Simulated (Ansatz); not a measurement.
```yaml
crystal:
  lattice:
    - [0.00000, 2.06775, 2.06775]
    - [2.06775, 0.00000, 2.06775]
    - [2.06775, 2.06775, 0.00000]
  atoms:
    - { symbol: Mg, position: [0.00000, 0.00000, 0.00000] }
    - { symbol: O, position: [0.50000, 0.50000, 0.50000] }
```

No spin polarisation.

All numbers come from Kohn–Sham DFT with the PBEsol functional, run in Ansatz (an electronic-structure program) with PAW and 420 eV plane waves, spin-orbit coupling left out. Γ-centred 13×13×13 mesh, Fermi–Dirac width 0.05 eV.

**Question.** What electron mass does the calculation give?

**Answer.** 0.36 mₑ (at Γ).

**Question.** What gap character does the calculation give?

**Answer.** Direct at Γ.

Load acts through the strain it causes; cell and atoms are relaxed under it. Effective masses come from finite differences of ±0.01 Å⁻¹. No phonon test of stability was made. Competing high-pressure phases were not computed. The cell was made from MgO in the rock salt structure (space group Fm-3m, No. 225) by this change: pressure 10 GPa.
